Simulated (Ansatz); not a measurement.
# Defect calculation: V_Li in ferroelectric LiNbO3

All values below come from PBE, PAW (plane waves to 420 eV; Ansatz, a quantum-chemistry and plane-wave program). Cell: 120 sites, 2×2×1; final energies on a 2×2×2 Γ-centred mesh. Site at the start: the Li site. Charged cells carry a point-charge image correction with potential alignment at far atoms. Dielectric constants: PBE linear response of the host. Host gap at this level: 3.53 eV. Finite-size and sampling errors can reach tenths of an eV here. The semilocal functional narrows the gap, so deep levels can fall outside it. Spin–orbit coupling is left out. Each state is the lowest found from its start.

Formation energies E_f are given with the Fermi level at the valence-band maximum. Chemical conditions: Li-rich (Δμ(Li) = -1.11 eV, bounded by LiNbO2 (P6_3/mmc), Li2O (Fm-3m); only phases computed here count, gases as isolated molecules at 0 K); Nb-rich (Δμ(Li) = -1.95 eV, bounded by LiNbO2 (P6_3/mmc), Nb2O5 (C2/c); only phases computed here count, gases as isolated molecules at 0 K); O-rich (Δμ(Li) = -2.82 eV, bounded by Li2O2 (P6_3/mmc); only phases computed here count, gases as isolated molecules at 0 K). Reference phases: Li: bcc Li.

```
charge         moment (μB)  point group  largest move off a lattice site (Å)  image correction with alignment (eV)  E_f, Li-rich (eV)  E_f, Nb-rich (eV)  E_f, O-rich (eV)  above the lowest spin state (eV)
------  ------------------  -----------  -----------------------------------  ------------------------------------  -----------------  -----------------  ----------------  --------------------------------
+1†     not spin-polarised            –                                 0.14                                 -0.09                  –                  –                 –                              0.00
+1*             fractional            –                                 0.16                                     –                  –                  –                 –                              0.02
0*                quenched            –                                 0.12                                     –                  –                  –                 –                              0.00
0*                quenched            –                                 0.12                                     –                  –                  –                 –                              0.00
−1      not spin-polarised           C3                                 0.11                                  0.10               3.99               3.15              2.28                              0.00
```

* At this level the carrier isn't localised at the defect: at charge 0 holes occupy the valence band. Such a state is shallow or no state of the defect, and this cell gives it no level.

† Not settled in this cell, so no level is given: charge +1: a level filled in part, carriers not clearly localised, level within 0.1 eV of a band edge or past it.

Point groups are those of the whole cell at tolerances of 0.03 and 0.1 Å ("near" where only the looser one holds); none is given for unsettled states.

Starting moments that weren't kept: charge 0 began with 1 μB and ended with 0.0; charge 0 began with 3 μB and ended with 0.0.

Flagged in the runs: a host whose relaxation on this sampling wasn't shown to rest, a strain field that reaches the edge of the cell.

All states together cost about 6 core-hours (a rough figure).
